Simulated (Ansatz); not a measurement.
Terminations of the (0001) surface of hcp Ru, measured from the surface 'clean 1x1'. Atoms come from or go to: Br: ½ Br2(g), Co: hcp Co, ferromagnetic, F: ½ F2(g), Ir: fcc Ir, Ni: fcc Ni, ferromagnetic, Pb: fcc Pb, Pt: fcc Pt, Re: hcp Re, Ru: hcp Ru, Se: trigonal Se, Si: silicon, Ta: bcc Ta, Ti: hcp Ti. ΔE is the energy of forming the row's surface from that one (negative: more stable at these reservoirs); the vacuum level's shift is aligned on the shared bottom. No zero-point or thermal terms. These are constructed structures in small cells; real faces may alloy, dewet or reconstruct in larger ones, and not all known structures of the face are among them. Slabs of about 11 Å, Fermi-Dirac smearing of 0.1 eV. Bottom of the slabs: a bare face, its two planes held. Relaxed from the named starts with such symmetry as they have, on meshes of like density; energies extrapolated to zero smearing; spin only where a row says so; no spin-orbit coupling, no U. Brackets mark spin-polarised runs, whose order is one that fits the cell. A dash marks a value that is undefined for that row (no clear gap, or no work function of a gapped slab) or was not read reliably on its mesh.

The numbers are results of PBE (plane waves to 420 eV, PAW; Ansatz, a first-principles code), not measurements.

```
surface                                                                              atoms added per 1x1  ΔE per 1x1 (eV)  shift of the vacuum level (eV)  work function (eV)
-----------------------------------------------------------------------------------  -------------------  ---------------  ------------------------------  ------------------
a pseudomorphic layer of Co in the other hollow [spin, 1.8 μB a cell]                              +1 Co             0.24                           -0.36                4.62
(√3x√3)R30° layer of F, one a cell, on the site that continues the host's stacking              +0.333 F              [?]                            0.72                5.72
a pseudomorphic layer of Pt in the other hollow                                                    +1 Pt            -0.64                            0.28                5.27
(√3x√3)R30° layer of Se, one a cell, on the site that continues the host's stacking            +0.333 Se            -0.83                           -0.06                4.93
(√3x√3)R30° layer of Si, one a cell, on the site that continues the host's stacking            +0.333 Si              [?]                           -0.25                4.73
a pseudomorphic layer of Ni in the other hollow [spin, 0.4 μB a cell]                              +1 Ni             0.01                           -0.38                4.61
a layer of Ta in place of the third plane                                                   -1 Ru, +1 Ta             0.24                           -0.22                4.83
(√3x√3)R30° layer of Pb, one a cell, on the site that continues the host's stacking            +0.333 Pb            -0.34                           -0.94                4.04
a pseudomorphic layer of Ir in the other hollow                                                    +1 Ir            -0.21                            0.34                5.31
a pseudomorphic layer of Re in the other hollow                                                    +1 Re             0.17                            0.28                5.26
a layer of Ti in place of the second plane                                                  -1 Ru, +1 Ti            -0.41                           -0.22                4.75
(√3x√3)R30° layer of Br, one a cell, on the site that continues the host's stacking            +0.333 Br            -0.75                           -0.55                4.45
```

Q: What belongs in the gaps?

A: 
- (√3x√3)R30° layer of F, one a cell, on the site that continues the host's stacking, ΔE per 1x1 (eV): -0.96
- (√3x√3)R30° layer of Si, one a cell, on the site that continues the host's stacking, ΔE per 1x1 (eV): -0.26
